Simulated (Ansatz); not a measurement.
Data:

```xyz
5
Lattice="3.9540 0.0000 0.0000 0.0000 3.9540 0.0000 0.0000 0.0000 4.0105" Properties=species:S:1:pos:R:3 pbc="T T T"
Ti     1.9770     1.9770     1.7761
Ba     0.0000     0.0000     3.7257
O      1.9770     1.9770     3.6352
O      1.9770     0.0000     1.6598
O      0.0000     1.9770     1.6598
```

No spin polarisation.

Computed with PBE (Ansatz, an electronic-structure program; PAW; 420 eV plane waves; spin-orbit coupling left out), earlier PAW set. Settings: 8×8×8 k-points, 0.05 eV Fermi–Dirac smearing.

Task: What is the computed smallest direct gap?

Result: 2.19 eV.

Task: Predict the band gap.

Result: 1.90 eV.

Task: What is the computed gap character?

Result: Indirect, A → Γ.

Task: Predict the width of the top valence band.

Result: 1.08 eV.

Load acts through the strain it causes; cell and atoms are relaxed under it. No phonon test of stability was made. Competing high-pressure phases were not computed. All final runs are without spin polarisation. The cell was made from BaTiO₃ (space group P4mm, No. 99) by this change: pressure 7.5 GPa.
